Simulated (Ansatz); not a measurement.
The starting structures come from a database of crystals and need not be the phases stable at ambient conditions.

 Where the default PAW files enter, the runs use the earlier of Ansatz's two default sets.

By PBEsol, the system below comes out a metal.

Given:

```yaml
crystal:
  lattice:
    - [3.00865, 0.00000, 0.00000]
    - [0.00000, 4.58486, 0.00000]
    - [1.50432, 0.00000, 2.60557]
  atoms:
    - { symbol: W, position: [0.33333, 0.25367, 0.33333] }
    - { symbol: W, position: [0.66667, 0.74633, 0.66667] }
    - { symbol: C, position: [0.00000, 0.00000, 0.00000] }
```

Space group of this cell: P-3m1. The cell is strained (all lengths scaled by 0.98); by PBEsol its mean pressure is 11.7 GPa.

The current flows along the normal of the first two printed cell vectors, the (100) plane of the conventional cell. No spin-orbit coupling; the value is a mean over 0.1 eV about the Fermi level.

Task: State the ballistic conductance per area according to PBEsol run with Ansatz (a quantum-chemistry and plane-wave program).

Result: 0.97 × 10¹⁵ S/m² for both spins.
